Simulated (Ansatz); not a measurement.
Output of an Ansatz run (abridged):

```
WARN basis.ecutwfc = 420 eV, the default
WARN ansatz: RAYON_NUM_THREADS=1 ignored (pool sized by the plan → 1); use --threads N
Pseudopotentials: kind: paw
Pseudopotential: Ga, paw, valence charge 13
Pseudopotential: Ge, paw, valence charge 14
Pseudopotential: Rh, paw, valence charge 17
Crystal: 8 atoms, lattice volume = 118.586 Å³
Basis set: ecut = 420 eV, 2325 PW (Γ)
Bands: 74, of which v1, the nominal top of the filled ones, is band 62 counted from 1 (61 counted from 0)
Symmetry: 3 space group operations
Space group: R3 (ITA 146), of the structure as read, at distance tolerance 4.9e-5 Å
k-points: 23 of 125 (time reversal used)
PAW frozen core: Ga, regenerated for the run's functional, and the local potential with it
PAW frozen core: Ge, regenerated for the run's functional, and the local potential with it
PAW frozen core: Rh, regenerated for the run's functional, and the local potential with it
Initial density: superposition of atomic densities (neutral atoms: chi_scale 0, normalization atom), corrected by the library's trained network
Initial wavefunctions: pseudopotential atomic-orbital guess
Eigensolver: davidson
Functional: x = slater, c = lda
SCF iter   1: F=—  HF=-41473.068813 eV  |F-HF|=—  |Δ(HF+E_count)|=         —  Δρ=1.23e-2  dr2=1.62e-1  ethr=1.77e-3  ⟨swp⟩=5.0  Hψ=5516  notcnv=0
all-band conjugate gradients solve this SCF's bands
preconditioner: auto → Kerker (q_TF=auto, 2.745 Å⁻¹)
SCF iter   2: F=—  HF=-41473.046682 eV  |F-HF|=—  |Δ(HF+E_count)|=   2.21e-2  S|Δr|=    0.00e0  Δρ=6.12e-3  dr2=4.46e-2  ethr=1.32e-4  ⟨swp⟩=1.0  Hψ=1978  notcnv=0
SCF iter   3: F=—  HF=-41473.038493 eV  |F-HF|=—  |Δ(HF+E_count)|=   8.19e-3  S|Δr|=    0.00e0  Δρ=1.20e-3  dr2=1.51e-3  ethr=3.63e-5  ⟨swp⟩=2.0  Hψ=1979  notcnv=0
SCF iter   4: F=—  HF=-41473.037788 eV  |F-HF|=—  |Δ(HF+E_count)|=   7.05e-4  S|Δr|=    0.00e0  Δρ=5.50e-4  dr2=5.80e-4  ethr=1.23e-6  ⟨swp⟩=2.0  Hψ=2227  notcnv=0
SCF iter   5: F=—  HF=-41473.037589 eV  |F-HF|=—  |Δ(HF+E_count)|=   1.99e-4  S|Δr|=    0.00e0  Δρ=1.91e-4  dr2=5.20e-5  ethr=4.72e-7  ⟨swp⟩=2.2  Hψ=2440  notcnv=0
SCF iter   6: F=—  HF=-41473.037572 eV  |F-HF|=—  |Δ(HF+E_count)|=   1.70e-5  S|Δr|=    0.00e0  Δρ=9.86e-5  dr2=1.60e-5  ethr=4.22e-8  ⟨swp⟩=2.0  Hψ=2213  notcnv=0
SCF iter   7: F=—  HF=-41473.037566 eV  |F-HF|=—  |Δ(HF+E_count)|=   6.49e-6  S|Δr|=    0.00e0  Δρ=2.85e-5  dr2=1.51e-6  ethr=1.30e-8  ⟨swp⟩=2.0  Hψ=2637  notcnv=0
SCF iter   8: F=—  HF=-41473.037565 eV  |F-HF|=—  |Δ(HF+E_count)|=   3.59e-7  S|Δr|=    0.00e0  Δρ=9.81e-6  dr2=1.30e-7  ethr=1.23e-9  ⟨swp⟩=2.1  Hψ=2169  notcnv=0
SCF iter   9: F=-41473.037565 eV  HF=-41473.037565 eV  |F-HF|=8.21e-9  |Δ(HF+E_count)|=   3.20e-8  S|Δr|=    0.00e0  Δρ=2.36e-6  dr2=1.12e-8  ethr=8.13e-11  ⟨swp⟩=7.7  Hψ=6132  notcnv=0
SCF 1 converged in 9 iterations: F = -41473.037565 eV  dr2 = 1.12e-8
SCF converged after 9 iterations
Stability not checked (fill_not_monotonic)
Free energy (F): -41473.037565 eV
Harris-Foulkes:  -41473.037565 eV  (|F-HF|=8.21e-9)
Internal energy: -41473.045423 eV  (E = F + TS)
E sigma→0 (E₀):  -41473.040185 eV
Entropy (-TS):   0.007858 eV (0.982 meV/atom)
Fermi energy:    16.947960 eV
--- Per-component energies (eV) ---
  E_band       = -725.184367
  E_kinetic    = 2756.507039
  E_local      = -14426.391057  (includes V_loc(G=0)·N_el)
  E_nonlocal   = 3140.695828
  E_hartree    = 5823.550290
  E_xc         = -1179.463311
  E_vxc        = -1370.286909  (∫ρ·V_xc dr)
  E_paw        = -21599.632342  (= ΣΔE_a)
  E_vpaw       = -2472.813745  (= ΣTr[D̂ρ^β])
  E_aug_tail   = 0.003849  (compensation charges beyond the density's cutoff)
  E_ewald      = -15998.259106
  E_core_change = 9.943387  (= ΣΔE_core)
  E_smearing   = 0.007858  (= −TS)
  E_closure    = -0.000000  (closes the sum)
  Σ components = -41473.037565   (vs F -41473.037565, Δ=0.00e0)
--- Forces (eV/Å), atoms counted from 1 ---
  atom   1  Ga     0.00000000     0.00000000     0.13333200
  atom   2  Ge    -0.17219360     0.02818620    -0.05142998
  atom   3  Ge     0.06168683    -0.16321714    -0.05142998
  atom   4  Ge     0.11050677     0.13503093    -0.05142998
  atom   5  Rh     0.00000000     0.00000000     0.26807220
  atom   6  Rh    -0.23553410     0.18293433    -0.08237672
  atom   7  Rh    -0.04065872    -0.29544568    -0.08237672
  atom   8  Rh     0.27619283     0.11251135    -0.08237672
  max |Σ_I F_I| component: 1.59e-5 eV/Å
--- Stress (GPa, compression-positive) ---
      -13.356492       0.000000      -0.000000
       -0.000000     -13.356492      -0.000000
       -0.000000      -0.000000     -13.514118
  P = ⅓ Tr σ = -13.4090 GPa (-134.090 kbar)
  The stress holds the Pulay correction. Without it, at fixed plane waves, as pw.x and ABINIT print it: P = -13.4698 GPa
--- Band table (eV; the first three rows and the last of 23) ---
  k-point 0: bands = ["-61.1320", "-61.1160", "-61.1133", "-61.1133", "-29.2195", "-29.2195", "-29.1919", "-29.1451", "-29.1439", "-29.1439", "-29.1132", "-29.0786", "-29.0786", "-29.0283", "-29.0283", "-29.0155", "-7.8533", "-7.8376", "-7.8376", [...]
  k-point 1: bands = ["-61.1308", "-61.1181", "-61.1137", "-61.1120", "-29.2259", "-29.2163", "-29.1879", "-29.1572", "-29.1482", "-29.1277", "-29.1141", "-29.0786", "-29.0750", "-29.0348", "-29.0264", "-29.0145", "-7.8532", "-7.8404", "-7.8352", [...]
  k-point 2: bands = ["-61.1277", "-61.1221", "-61.1130", "-61.1116", "-29.2288", "-29.2183", "-29.1829", "-29.1584", "-29.1544", "-29.1289", "-29.1028", "-29.0778", "-29.0721", "-29.0422", "-29.0275", "-29.0130", "-7.8516", "-7.8429", "-7.8318", [...]
  k-point 22: bands = ["-61.1233", "-61.1198", "-61.1161", "-61.1152", "-29.2199", "-29.2158", "-29.2003", "-29.1650", "-29.1386", "-29.1311", "-29.1084", "-29.0910", "-29.0648", "-29.0552", "-29.0131", "-29.0058", "-7.8438", "-7.8396", "-7.8350", [...]
```

The structure:

```xyz
8
Lattice="3.4539 1.9941 2.8696 -3.4539 1.9941 2.8696 0.0000 -3.9883 2.8696" Properties=species:S:1:pos:R:3 pbc="T T T"
Ga     0.0000     0.0000     5.6778
Ge     2.3267     0.6221     3.8383
Ge    -1.7021     1.7039     3.8383
Ge    -0.6246    -2.3260     3.8383
Rh     0.0000     0.0000     3.1192
Rh    -2.5305    -0.5266     4.7075
Rh     1.7213    -1.9281     4.7075
Rh     0.8092     2.4547     4.7075
```

### Question
Write an input that gives this output.

### Answer
Other spellings and defaults could give the same log, and not every line can be read from it. The input that was run (DFT, LDA (PW92), plane waves, default PAW files made with PBE):

Ansatz 0.2 input:
```yaml
# GaGe3Rh4
crystal:
  lattice:
    - [3.45394000, 1.99413300, 2.86955700]
    - [-3.45394000, 1.99413300, 2.86955700]
    - [0.00000000, -3.98826600, 2.86955700]
  atoms:
    - { symbol: Ga, position_ang: [-0.00000000, -0.00000000, 5.67784896] }
    - { symbol: Ge, position_ang: [2.32667760, 0.62210967, 3.83834814] }
    - { symbol: Ge, position_ang: [-1.70210163, 1.70390688, 3.83834814] }
    - { symbol: Ge, position_ang: [-0.62457597, -2.32601656, 3.83834814] }
    - { symbol: Rh, position_ang: [0.00000000, 0.00000000, 3.11924002] }
    - { symbol: Rh, position_ang: [-2.53046006, -0.52659070, 4.70745087] }
    - { symbol: Rh, position_ang: [1.72127100, -1.92814714, 4.70745087] }
    - { symbol: Rh, position_ang: [0.80918906, 2.45473784, 4.70745087] }
kpoints:
  mp_grid: { grid: [5, 5, 5] }
hamiltonian:
  xc: lda
  pseudopotentials: { kind: paw }
scf:
  occupations: { method: cold, width: 0.2 }
output:
  forces: true
  eigenvalues: true
  stress: true
```

The starting cell comes from a database of computed structures (which also holds hypothetical and non-ambient phases and stackings), without a prior relaxation at this level. Spin polarisation is off. With a pressure of about -13 GPa the cell is away from its equilibrium volume at this level. Ansatz's pressure includes its estimate of the finite-basis (Pulay) stress.

Ansatz is a program for electronic structure.
